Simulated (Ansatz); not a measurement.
Take SiC in the zinc blende structure (space group F-43m, No. 216; a = 4.3797 Å) as the base. Axes: x, y, z lie along the cube axes.

All numbers come from PBE/PAW in Ansatz (a quantum-chemistry and plane-wave program), no SOC, earlier PAW set.

Perturbation: the cell is scaled by 0.9785 in all directions, atoms relaxed at fixed cell.

Q: Predict the stress tensor and what it implies for the stiffness.

A: Stress of the strained cell less that of the base (GPa, compression positive):
```
  15.77    0.00    0.00
   0.00   15.77    0.00
   0.00    0.00   15.77
```

Then B = −ΔP/(ΔV/V₀) with ΔV/V₀ = -0.0631 gives secant stiffness values (nonlinear terms included at this strain): B ≈ 250 GPa.

As a check, the harmonic strain energy −½ V₀ Δσ:ε is 33 meV/atom; the computed energy rise is 31 meV/atom.

No phonon test of stability was made.
